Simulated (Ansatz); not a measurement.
An Ansatz (a program for electronic structure) input (plane-wave PAW DFT at the PBEsol level (Ansatz, 420 eV), no SOC):

Ansatz 0.2 input:
```yaml
crystal:
  lattice:
    - [4.333362051, 0, 0]
    - [0, 4.333362051, 0]
    - [0, 0, 6.3132981291]
  atoms:
    - { symbol: Hf, position: [0, 0, 0] }
    - { symbol: Hf, position: [0.5, 0.5, 0.5] }
    - { symbol: S, position: [0, 0.5, 0.2019555624] }
    - { symbol: S, position: [0, 0.5, 0.7019555624] }
    - { symbol: S, position: [0.5, 0, 0.2980444376] }
    - { symbol: S, position: [0.5, 0, 0.7980444376] }
basis: { ecutwfc: 420, ecutrho_ratio: 4, xc_grid: 2, fft_grid_basis: typed }
kpoints: { mp_grid: { grid: [8, 8, 5] } }
hamiltonian:
  xc: pbesol
  dispersion: none
  pseudopotentials: { kind: paw }
scf: { occupations: { method: fermi_dirac, width: 0.05 }, convergence: { dr2_threshold: 0.0000000006 } }
output: { forces: true, stress: true }
checkpoint: { write: state.ck, write_every: 1000 }
```

Q: Which symmetry and how many k-points will the program report, and about how many plane waves at Γ?

A: Space group P42/nmc (ITA 137) with 16 operations, k-points 45 of 320, and 2317 plane waves at Γ.

Whether these cells are dynamically stable was not tested. The cell was made from HfO2 by this change: O → S; the result is a hypothetical phase, not in the database extracts checked.
